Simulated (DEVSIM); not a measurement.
System: GaAs p-i-n diode, at 300 K.

Layer 1 from the left is GaAs, thickness (μm) 0.140, Na (cm⁻³) 1.4e17, τn (s) 4.7e-10, τp (s) 4.7e-10. Layer 2 from the left is GaAs, thickness (μm) 4.50, Nd (cm⁻³) 4.4e12, τn (s) 4.7e-10, τp (s) 4.7e-10. Layer 3 from the left is GaAs, thickness (μm) 0.590, Nd (cm⁻³) 1.2e17, τn (s) 4.7e-10, τp (s) 4.7e-10.

Left contact: ohmic. Right contact: ohmic. Voltage is applied to the left contact. Recombination: SRH at mid-gap. Mobility is μmin + (μ − μmin)/(1 + (N/Nref)^α).

The device is made up for the run: typed textbook-type constants, with dimensions and the other settings drawn at random. Values at 300 K.

GaAs: gap (eV) 1.424, affinity (eV) 4.07, permittivity 12.9, Nc (cm⁻³) 4.7e17, Nv (cm⁻³) 9e18, μn (cm²/Vs) 8500, μp (cm²/Vs) 400, μn,min 500, μp,min 20, Nref,n 6e16, Nref,p 1.5e17, αn 0.39, αp 0.38.

Model (solved in DEVSIM): 1D drift-diffusion, Boltzmann statistics, complete ionisation; no tunnelling, impact ionisation, image-force lowering or self-heating.

Problem. What does the simulation give for the dark forward voltage at 1 A/cm², the dark forward voltage at 100 A/cm², the potential step across the device at zero bias?

Solution. dark forward voltage at 1 A/cm² 0.867 V; dark forward voltage at 100 A/cm² 1.121 V; potential step across the device at zero bias 1.281 V.
